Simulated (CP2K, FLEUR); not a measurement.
A FLEUR input for a self-consistent single point of BaTiO3 (P4mm, 5 atoms in the cell) (DFT, PBEsol, all-electron FLAPW (FLEUR), scalar-relativistic valence):

Input of the input generator:

```
BaTiO3
&input film=f /
7.5400072373 0.0000000000 0.0000000000
0.0000000000 7.5400072373 0.0000000000
0.0000000000 0.0000000000 7.6344935435
1.0
1.0 1.0 1.0

5
56 0.0000000000 0.0000000000 0.0000000000
22 0.5000000000 0.5000000000 0.5130000000
8 0.5000000000 0.5000000000 0.9770000000
8 0.0000000000 0.5000000000 0.4870000000
8 0.5000000000 0.0000000000 0.4870000000

&comp jspins=1 /
&exco xctyp='PBEs' /
&kpt div1=7 div2=7 div3=7 /
&end /
```

```xml
<?xml version="1.0" encoding="UTF-8" standalone="no"?>
<fleurInput fleurInputVersion="0.39">
   <comment>
      BaTiO3                                                                                              
   </comment>
   <calculationSetup>
      <cutoffs Kmax="4.7" Gmax="14.1" GmaxXC="14.1" numbands="0"/>
      <scfLoop itmax="60" minDistance="0.00001" maxIterBroyd="15" imix="Anderson" alpha="0.05" precondParam="0.0" spinf="2.0"/>
      <coreElectrons ctail="T" frcor="F" kcrel="0" coretail_lmax="0"/>
      <xcFunctional name="PBEs" relativisticCorrections="F"/>
      <magnetism jspins="1"/>
      <soc l_soc="F" theta="0.0" phi="0.0" spav="F"/>
      <expertModes spex="0" secvar="F"/>
      <geometryOptimization l_f="T" forcealpha="1.0" forcemix="BFGS" epsdisp="0.00001" epsforce="0.00001"/>
      <ldaU l_linMix="F" mixParam="0.05" spinf="1.0"/>
   </calculationSetup>
   <cell>
      <bzIntegration valenceElectrons="40.0" mode="hist" fermiSmearingEnergy="0.00183747">
         <kPointListSelection listName="default-1"/>
         <!-- k-points included here -->
         <xi:include xmlns:xi="http://www.w3.org/2001/XInclude" href="kpts.xml"> </xi:include>
      </bzIntegration>
      <!-- symmetry operations included here -->
      <xi:include xmlns:xi="http://www.w3.org/2001/XInclude" href="sym.xml"> </xi:include>
      <bulkLattice scale="1.0">
         <bravaisMatrix>
            <row-1>    7.5400072373000002     0.0000000000000000     0.0000000000000000</row-1>
            <row-2>    0.0000000000000000     7.5400072373000002     0.0000000000000000</row-2>
            <row-3>    0.0000000000000000     0.0000000000000000     7.6344935434999996</row-3>
         </bravaisMatrix>
      </bulkLattice>
   </cell>
   <atomSpecies>
      <species name="Barium (Ba)" element="Ba" atomicNumber="56">
         <mtSphere radius="2.68" gridPoints="925" logIncrement="0.014"/>
         <atomicCutoffs lmax="10" lnonsphr="8"/>
         <electronConfig flipSpins="F">
            <coreConfig>(1s1/2) (2s1/2) (2p1/2) (2p3/2) (3s1/2) (3p1/2) (3p3/2) (4s1/2) (3d3/2) (3d5/2) (4p1/2) (4p3/2) (4d3/2) (4d5/2)</coreConfig>
            <valenceConfig>(5s1/2) (5p1/2) (5p3/2) (6s1/2)</valenceConfig>
         </electronConfig>
         <energyParameters s="6" p="6" d="5" f="4"/>
         <lo type="SCLO" l="0" n="5" eDeriv="0"/>
         <lo type="SCLO" l="1" n="5" eDeriv="0"/>
      </species>
      <species name="Titanium (Ti)" element="Ti" atomicNumber="22">
         <mtSphere radius="2.12" gridPoints="731" logIncrement="0.016"/>
         <atomicCutoffs lmax="8" lnonsphr="6"/>
         <electronConfig flipSpins="F">
            <coreConfig>(1s1/2) (2s1/2) (2p1/2) (2p3/2)</coreConfig>
            <valenceConfig>(3s1/2) (3p1/2) (3p3/2) (4s1/2) (3d3/2) (3d5/2)</valenceConfig>
            <stateOccupation state="(3d3/2)" spinUp="0.4" spinDown="0.4"/>
            <stateOccupation state="(3d5/2)" spinUp="0.6" spinDown="0.6"/>
         </electronConfig>
         <energyParameters s="4" p="4" d="3" f="4"/>
         <lo type="SCLO" l="0" n="3" eDeriv="0"/>
         <lo type="SCLO" l="1" n="3" eDeriv="0"/>
      </species>
      <species name="Oxygen (O)" element="O" atomicNumber="8">
         <mtSphere radius="1.20" gridPoints="415" logIncrement="0.025"/>
         <atomicCutoffs lmax="6" lnonsphr="4"/>
         <electronConfig flipSpins="F">
            <coreConfig>(1s1/2)</coreConfig>
            <valenceConfig>(2s1/2) (2p1/2) (2p3/2)</valenceConfig>
            <stateOccupation state="(2p1/2)" spinUp="0.6666666666667" spinDown="0.6666666666667"/>
            <stateOccupation state="(2p3/2)" spinUp="1.3333333333333" spinDown="1.3333333333333"/>
         </electronConfig>
         <energyParameters s="2" p="2" d="3" f="4"/>
      </species>
   </atomSpecies>
   <atomGroups>
      <atomGroup species="Barium (Ba)">
         <relPos label="                   1">.0000000000 .0000000000 .0000000000</relPos>
         <force calculate="T" relaxXYZ="TTT"/>
      </atomGroup>
      <atomGroup species="Titanium (Ti)">
         <relPos label="                   2">1.000/2.000 1.000/2.000 -.4870000000</relPos>
         <force calculate="T" relaxXYZ="TTT"/>
      </atomGroup>
      <atomGroup species="Oxygen (O)">
         <relPos label="                   3">1.000/2.000 1.000/2.000 -.0230000000</relPos>
         <force calculate="T" relaxXYZ="TTT"/>
      </atomGroup>
      <atomGroup species="Oxygen (O)">
         <relPos label="                   4">.0000000000 1.000/2.000 .4870000000</relPos>
         <relPos label="                   5">1.000/2.000 .0000000000 .4870000000</relPos>
         <force calculate="T" relaxXYZ="TTT"/>
      </atomGroup>
   </atomGroups>
   <output dos="F" band="F" slice="F">
      <checks vchk="F" cdinf="F"/>
      <bandDOS minEnergy="-.5*Htr" maxEnergy="0.5*Htr" sigma="0.015" storeEVData="T"/>
      <vacuumDOS vacdos="F" integ="F" star="F" nstars="0" locx1="0.0" locy1="0.0" locx2="0.0" locy2="0.0" nstm="0" tworkf="0.0"/>
      <unfoldingBand unfoldBand="F" supercellX="1" supercellY="1" supercellZ="1"/>
      <plotting iplot="0" polar="F">
         <plot TwoD="T" vec1="  1.0  0.0  0.0" vec2="  0.0  1.0  0.0" vec3="  0.0  0.0  1.0" zero="  0.0  0.0  0.0" file="plot"/>
      </plotting>
      <chargeDensitySlicing numkpt="0" minEigenval="0.0" maxEigenval="0.0" nnne="0" pallst="F"/>
      <specialOutput eonly="F"/>
      <magneticCircularDichroism mcd="F" energyLo="-10.0" energyUp="0.0"/>
   </output>
  <!-- We include the file relax.xml here to enable relaxations (see documentation) -->
  <xi:include xmlns:xi="http://www.w3.org/2001/XInclude" href="relax.xml"> <xi:fallback/> </xi:include>
</fleurInput>
```

Task: Translate this input to CP2K.

Result: This is the input that was run; spellings and numerical settings could be chosen otherwise.

```
&GLOBAL
  PROJECT batio3
  RUN_TYPE ENERGY_FORCE
  PRINT_LEVEL LOW
&END GLOBAL
&FORCE_EVAL
  METHOD Quickstep
  STRESS_TENSOR ANALYTICAL
  &DFT
    BASIS_SET_FILE_NAME BASIS_MOLOPT
    POTENTIAL_FILE_NAME GTH_POTENTIALS
    &QS
      METHOD GPW
      EPS_DEFAULT 1E-11
    &END QS
    &MGRID
      CUTOFF 600
      REL_CUTOFF 50
      NGRIDS 5
    &END MGRID
    &SCF
      SCF_GUESS ATOMIC
      EPS_SCF 1E-7
      MAX_SCF 100
      ADDED_MOS 8
      &DIAGONALIZATION
        ALGORITHM STANDARD
      &END DIAGONALIZATION
      &MIXING
        METHOD BROYDEN_MIXING
        ALPHA 0.4
        NBUFFER 12
        BETA 1.5
      &END MIXING
      &SMEAR ON
        METHOD FERMI_DIRAC
        ELECTRONIC_TEMPERATURE [K] 580.23
      &END SMEAR
    &END SCF
    &KPOINTS
      SCHEME MONKHORST-PACK 7 7 7
    &END KPOINTS
    &XC
      &XC_FUNCTIONAL
        &PBE
          PARAMETRIZATION PBESOL
        &END PBE
      &END XC_FUNCTIONAL
    &END XC
    &PRINT
      &MO
        EIGENVALUES T
        OCCUPATION_NUMBERS T
        NDIGITS 8
        FILENAME mo
        &EACH
          QS_SCF 0
        &END EACH
        ADD_LAST NUMERIC
      &END MO
      &MULLIKEN OFF
      &END MULLIKEN
    &END PRINT
  &END DFT
  &SUBSYS
    &CELL
      A 3.99000000 0.00000000 0.00000000
      B 0.00000000 3.99000000 0.00000000
      C 0.00000000 0.00000000 4.04000000
      PERIODIC XYZ
    &END CELL
    &COORD
      Ba       0.00000000     0.00000000     0.00000000
      Ti       1.99500000     1.99500000     2.07252000
      O        1.99500000     1.99500000     3.94708000
      O        0.00000000     1.99500000     1.96748000
      O        1.99500000     0.00000000     1.96748000
    &END COORD
    &KIND Ba
      BASIS_SET DZVP-MOLOPT-SR-GTH
      POTENTIAL GTH-PBE-q10
    &END KIND
    &KIND Ti
      BASIS_SET DZVP-MOLOPT-SR-GTH
      POTENTIAL GTH-PBE-q12
    &END KIND
    &KIND O
      BASIS_SET DZVP-MOLOPT-SR-GTH
      POTENTIAL GTH-PBE-q6
    &END KIND
  &END SUBSYS
  &PRINT
    &FORCES ON
    &END FORCES
    &STRESS_TENSOR ON
    &END STRESS_TENSOR
  &END PRINT
&END FORCE_EVAL
```

Basis, cutoffs, solver keys and any potentials are the target program's own. This input uses DFT PBEsol, GPW, DZVP-MOLOPT-SR-GTH basis, GTH-PBE potentials (GTH_POTENTIALS).

The starting cell has typed, rounded lattice constants, without a prior relaxation at this level.
